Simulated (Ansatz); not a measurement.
On C-dia (111, C face) the hole barrier is 0.15 eV under Cu (111) and 0.80 eV under Mo (111).

Plane-wave PAW runs of Ansatz (a program for electronic structure) at PBE, 420 eV, without spin–orbit coupling and spin-polarised for magnetic metals alone: periodic stacks cut from bulk faces, the metal strained to the host, one local minimum each, barriers from the potential line-up.

**Question.** By thermionic emission alone, how do the saturation currents of the two p-type contacts compare at 300 K (kT = 25.85 meV)?

**Answer.** J0 = A* T² exp(−φ/kT) with one A* for the host, so the ratio is exp[(0.80 − 0.15) / 0.02585] = exp(25.1), about 10^10.9 in favour of Cu. An error of 0.1 eV in either barrier moves this by a factor of about 50, and tunnelling and image lowering are left out.
